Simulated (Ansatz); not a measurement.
Where the default PAW files enter, the runs use the earlier of Ansatz's two default sets.

Tunnelling through a barrier is set by its complex band structure: the current falls as exp(−2κd) with the smallest κ.

Here is the system:

```xyz
2
Lattice="3.4077 0.0000 0.0000 0.0000 4.8193 0.0000 1.7039 -2.4096 1.7039" Properties=species:S:1:pos:R:3 pbc="T T T"
B      1.7039     1.2048     0.0000
As     0.0000     0.0000     0.0000
```

Space group of this cell: F-43m, zinc blende. The cell is taken as given; by r2SCAN its mean pressure is -3.1 GPa.

Transport runs along the normal of the first two printed cell vectors, the (110) plane of the conventional cell.

The gap is the functional's own, uncorrected, and κ follows it; spin-orbit coupling is left out. Mid-gap values are interpolated between the computed energies.

Q: Estimate the band gap and the smallest decay constant κ at mid-gap that r2SCAN (Ansatz, an electronic-structure program) returns for this system.

A: Gap 1.40 eV on a 18×18×18 mesh; κ = 0.129 1/Å, at the zone centre.
